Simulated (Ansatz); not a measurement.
**A constructed model of the (110) surface of bcc V, a layer of In in place of the second plane (bottom of the slab: a bare face, its two planes held)**

These are PBE (plane waves to 420 eV, PAW; Ansatz, an electronic-structure program) values and carry that method's errors.

Slab: 6 atoms, 10.5 Å thick at the start (thin: gaps and levels are the slab's own); k 15x15x1, smearing 0.1 eV, dipole-corrected; 2 atoms held, the rest relaxed; held to the start's symmetry, so lower structures may exist; no spin, no spin-orbit, no U. It is one candidate, not shown to be the stable structure of the face.

The work function of the top face is 5.22 eV and the energy released by relaxation is 0.97 eV. The cost is very roughly 2.8 core-minutes.
